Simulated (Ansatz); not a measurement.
All values below come from PBE (plane waves to 420 eV, PAW; Ansatz, a first-principles code).

Planar average of the electrostatic potential across the slab, in eV from the Fermi level, for S on the 1x1 (111) surface of fcc Cu, one in a 2x1 cell, started at the site 'hollow Cu-Cu-Cu over Cu at depth 4.1 Å':

```json
[
 {"z (Å)": "5.38", "V (eV)": "4.81"},
 {"z (Å)": "5.67", "V (eV)": "4.81"},
 {"z (Å)": "5.95", "V (eV)": "4.80"},
 {"z (Å)": "6.23", "V (eV)": "4.80"},
 {"z (Å)": "6.52", "V (eV)": "4.79"},
 {"z (Å)": "6.80", "V (eV)": "4.78"},
 {"z (Å)": "7.08", "V (eV)": "4.75"},
 {"z (Å)": "7.37", "V (eV)": "4.69"},
 {"z (Å)": "7.65", "V (eV)": "4.56"},
 {"z (Å)": "7.93", "V (eV)": "4.29"},
 {"z (Å)": "8.22", "V (eV)": "3.73"},
 {"z (Å)": "8.50", "V (eV)": "2.58"},
 {"z (Å)": "8.78", "V (eV)": "-0.12"},
 {"z (Å)": "9.07", "V (eV)": "-6.98"},
 {"z (Å)": "9.35", "V (eV)": "-14.28"},
 {"z (Å)": "9.63", "V (eV)": "-17.04"},
 {"z (Å)": "9.92", "V (eV)": "-14.61"},
 {"z (Å)": "10.20", "V (eV)": "-7.65"},
 {"z (Å)": "10.48", "V (eV)": "-1.18"},
 {"z (Å)": "10.77", "V (eV)": "-0.26"},
 {"z (Å)": "11.05", "V (eV)": "-4.89"},
 {"z (Å)": "11.33", "V (eV)": "-12.61"},
 {"z (Å)": "11.62", "V (eV)": "-16.93"},
 {"z (Å)": "11.90", "V (eV)": "-16.12"},
 {"z (Å)": "12.18", "V (eV)": "-10.30"},
 {"z (Å)": "12.47", "V (eV)": "-2.76"},
 {"z (Å)": "12.75", "V (eV)": "0.06"},
 {"z (Å)": "13.03", "V (eV)": "-2.50"},
 {"z (Å)": "13.32", "V (eV)": "-9.90"},
 {"z (Å)": "13.60", "V (eV)": "-15.88"},
 {"z (Å)": "13.88", "V (eV)": "-16.91"},
 {"z (Å)": "14.17", "V (eV)": "-12.79"},
 {"z (Å)": "14.45", "V (eV)": "-5.12"},
 {"z (Å)": "14.73", "V (eV)": "-0.25"},
 {"z (Å)": "15.02", "V (eV)": "-0.86"},
 {"z (Å)": "15.30", "V (eV)": "-6.89"},
 {"z (Å)": "15.58", "V (eV)": "-14.21"},
 {"z (Å)": "15.87", "V (eV)": "-17.29"},
 {"z (Å)": "16.15", "V (eV)": "-15.26"},
 {"z (Å)": "16.43", "V (eV)": "-8.66"},
 {"z (Å)": "16.72", "V (eV)": "-2.31"},
 {"z (Å)": "17.00", "V (eV)": "-1.96"},
 {"z (Å)": "17.28", "V (eV)": "-4.09"},
 {"z (Å)": "17.57", "V (eV)": "-4.76"},
 {"z (Å)": "17.85", "V (eV)": "-4.17"},
 {"z (Å)": "18.13", "V (eV)": "-1.83"},
 {"z (Å)": "18.42", "V (eV)": "1.95"},
 {"z (Å)": "18.70", "V (eV)": "4.05"},
 {"z (Å)": "18.98", "V (eV)": "4.87"},
 {"z (Å)": "19.27", "V (eV)": "5.19"},
 {"z (Å)": "19.55", "V (eV)": "5.32"},
 {"z (Å)": "19.83", "V (eV)": "5.37"},
 {"z (Å)": "20.12", "V (eV)": "5.39"},
 {"z (Å)": "20.40", "V (eV)": "5.40"},
 {"z (Å)": "20.68", "V (eV)": "5.41"},
 {"z (Å)": "20.97", "V (eV)": "5.41"},
 {"z (Å)": "21.25", "V (eV)": "5.41"},
 {"z (Å)": "21.53", "V (eV)": "5.41"},
 {"z (Å)": "21.82", "V (eV)": "5.41"},
 {"z (Å)": "22.10", "V (eV)": "5.41"}
]
```

Model: 9-atom slab, 6.2 Å thick at the start under the adsorbate (thin: gaps and levels are the slab's own), 6x12x1 mesh, Fermi-Dirac 0.1 eV, dipole correction, 4 atoms held, the rest relaxed; held to the start's symmetry, so lower structures may exist; spin-polarised, no spin-orbit, no U, no dispersion correction. The starting moment vanished. At the end it is bonded to 3 Cu. In PBE it is, or lies within 0.03 eV of, the lowest of the starts that converged.

The surface cell has an area of 11.41 Å². What dipole along the normal does the step between the two vacuum levels imply?

the top vacuum level lies 0.60 eV above the bottom one; p = −ε₀ A ΔV (ε₀ = 0.005526 e/(V·Å)) gives -0.04 e·Å a cell.
